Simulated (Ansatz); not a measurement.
Computed with PBE (plane waves to 420 eV, PAW; Ansatz, a program for electronic structure).

Host crystal: wurtzite GaN, with a band gap (PBE, scalar-relativistic without spin-orbit coupling).

Plane-averaged electrostatic potential energy along the normal, in eV from the highest filled level, for Pt on the (0001) surface of wurtzite GaN (2x2 with 3 H on 4 top atoms; a constructed slab, bottom: 3 H on 4 bottom sites), one in a cell of 36 Å², started at the site 'hollow H':

(z (Å), V (eV)): (5.28, 4.09); (5.57, 4.09); (5.87, 4.09); (6.16, 4.09); (6.45, 4.09); (6.75, 4.09); (7.04, 4.09); (7.33, 4.08); (7.63, 4.08); (7.92, 4.07); (8.21, 4.06); (8.51, 4.02); (8.80, 3.92); (9.09, 3.69); (9.39, 2.97); (9.68, 1.72); (9.97, 1.68); (10.27, -1.69); (10.56, -7.92); (10.85, -11.04); (11.15, -9.21); (11.44, -6.47); (11.73, -4.74); (12.03, -1.76); (12.32, 1.39); (12.61, 1.71); (12.91, -2.42); (13.20, -8.38); (13.49, -10.64); (13.79, -8.38); (14.08, -6.00); (14.37, -4.32); (14.67, -1.25); (14.96, 1.73); (15.25, 1.73); (15.55, -2.71); (15.84, -8.53); (16.13, -10.37); (16.43, -7.96); (16.72, -5.78); (17.01, -4.08); (17.31, -0.96); (17.60, 1.91); (17.89, 1.67); (18.19, -2.96); (18.48, -8.66); (18.77, -10.19); (19.07, -7.69); (19.36, -5.58); (19.65, -3.81); (19.95, -0.62); (20.24, 2.10); (20.53, 1.56); (20.83, -2.80); (21.12, -8.12); (21.41, -9.69); (21.71, -7.56); (22.00, -5.55); (22.29, -3.63); (22.59, -0.59); (22.88, 1.75); (23.17, 1.09); (23.47, -0.60); (23.76, -0.55); (24.05, 0.61); (24.35, 2.79); (24.64, 4.89); (24.93, 5.70); (25.23, 6.02); (25.52, 6.15); (25.81, 6.21); (26.11, 6.23); (26.40, 6.24); (26.69, 6.25); (26.99, 6.25); (27.28, 6.25); (27.57, 6.25); (27.87, 6.25); (28.16, 6.25); (28.45, 6.25)

Model: 47-atom slab, 13.8 Å thick at the start with caps and adatoms under the adsorbate (thin: gaps and levels are the slab's own), 4x4x1 mesh, Fermi-Dirac 0.01 eV, dipole correction, 23 atoms held, the rest relaxed; no symmetry held; spin-polarised, no spin-orbit, no U, no dispersion correction. The starting moment vanished. At the end it is bonded to 3 Ga + H. In PBE it is, or lies within 0.03 eV of, the lowest of the starts that converged.

Q: The surface cell has an area of 35.88 Å². What dipole along the normal does the step between the two vacuum levels imply?

A: the top vacuum level lies 2.16 eV above the bottom one; p = −ε₀ A ΔV (ε₀ = 0.005526 e/(V·Å)) gives -0.43 e·Å a cell.
